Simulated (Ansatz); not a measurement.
Hypothetical Fm-3m MoTe2: x(S) = 0.75, 6 atoms, P-4m2

The parent structure is MoTe2 (space group Fm-3m, No. 225; a = 6.561 Å; a hypothetical phase, not in the database extracts checked).

The other end (x = 1) is MoS$_{2}$ in the fluorite structure (space group Fm-3m, No. 225; ferromagnetic; a hypothetical phase, not in the database extracts checked): 16.71 Å³/atom, gap zero; this end may not be an ambient phase.

One thing is altered: S replaces 75.0 % of the Te, ordered in a cell of 6 atoms (starting symmetry P-4m2) and fully relaxed.

The values are results of PBEsol (Ansatz, an electronic-structure program, PAW, no spin-orbit coupling), earlier PAW set, not measurements. Settings: 11×11×8 k-points, 0.05 eV Fermi–Dirac smearing, for the changed cell.

| quantity | base | changed | shift |
|---|---|---|---|
| volume per atom | 23.54 Å³ | 18.05 Å³ | -5.483 Å³ |
| density | 8.26 g/cm³ | 6.37 g/cm³ | -1.89 g/cm³ |
| shortest interatomic distance | 2.841 Å | 2.463 Å | -0.378 Å |
| band gap | zero | zero | – |
| mixing energy (to 0.01 eV only: unlike meshes or grids) (against an end that may be hypothetical) | – | +0.07 eV/atom | – |

Other magnetic orders, which the real material may have, were not ruled out. Each cell is one ordered arrangement of few atoms, which overstates ordering effects compared with a random alloy. No phonon test of stability was made. Spin-polarised in the final run: MoS2; the other runs are not. Mo2TeS3 and MoTe2 have a high density of states at the Fermi level and may be magnetic at this level.
